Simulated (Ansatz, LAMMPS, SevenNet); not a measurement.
CsCl-type NiAl, lattice parameter a

Reference value: 2.882 Å (measured, extrapolated to 0 K, zero-point anharmonic expansion removed (Haas, Tran, Blaha 2009); as tabulated in Levämäki et al. (2014), arXiv:1402.3671).

Problem. What do EAM NiAlH_jea.eam.alloy, SevenNet-l3i5, PBE, PBEsol-D3(BJ), B3LYP (VWN-RPA form) give, and how far is each from the reference?

Solution. 
| level (code) | value (Å) | error (%) |
|---|---|---|
| EAM NiAlH_jea.eam.alloy (LAMMPS) | 2.863 | -0.66 |
| SevenNet-l3i5 | 2.886 | +0.14 |
| PBE (Ansatz) | 2.893 | +0.38 |
| PBEsol-D3(BJ) (Ansatz) | 2.831 | -1.77 |
| B3LYP (VWN-RPA form) (Ansatz) | 2.888 | +0.21 |

Leaving aside EAM NiAlH_jea.eam.alloy (doubt noted below): Once the reference is moved by up to 0.30 % (a margin picked here for doubts on the reference and the settings) and values within 0.10 % count as equal, the nearest can be SevenNet-l3i5 (+0.14 %), B3LYP (VWN-RPA form) (+0.21 %) or PBE (+0.38 %). Farthest off among them: PBEsol-D3(BJ) (-1.77 %). Within 1 %: SevenNet-l3i5, PBE, B3LYP (VWN-RPA form).

The crystal itself was run without spin with PBE, PBEsol-D3(BJ), B3LYP (VWN-RPA form); a magnetic state was not tried in these runs. EAM NiAlH_jea.eam.alloy: the potential file covers more elements than this solid holds. B3LYP (VWN-RPA form): the run has no spin polarisation, so it can have missed a magnetic state. Cutoffs and k meshes differ between the levels. Ansatz's density-functional and Hartree–Fock values are scalar-relativistic unless marked +SOC, with PAW data made under PBE.

Empirical potentials (EAM NiAlH_jea.eam.alloy) are fitted to chosen data: where that held the value shown, agreement is built in, and what lay outside the fit can be far off. Machine-learned potentials (SevenNet-l3i5) are trained on DFT data: a solid inside that data is no test of them.

Differences are worked out from the printed values.

Ansatz is an electronic-structure program.
